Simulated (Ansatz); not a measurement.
The starting structures come from a database of crystals and need not be the phases stable at ambient conditions.

By PBEsol, the system below comes out a metal.

Given:

```
AlPd
1.0
    6.88127     0.00000     0.00000
   -3.44063     5.95935     0.00000
    3.44063     1.98645     2.80927
Al Pd
4 4
Cartesian
  3.44063   1.98645   1.49832
 -1.07038   5.34137   0.43698
 -0.64994   2.36169   0.43698
  1.72032   4.21565   0.43698
  3.44063   5.95935   1.24925
  7.90128   2.57535   2.39285
  0.70031   5.55503   2.39285
  5.16095   3.78832   2.39285
```

The cell is taken as given; by PBEsol it stands under a pressure of -1.6 GPa.

The current flows along the normal of the first two printed cell vectors, the (111) plane of the conventional cell. No spin-orbit coupling; the value is a mean over 0.1 eV about the Fermi level.

Question: State the ballistic conductance per area according to PBEsol run with Ansatz (an electronic-structure program).

Answer: 0.40 × 10¹⁵ S/m² for both spins.
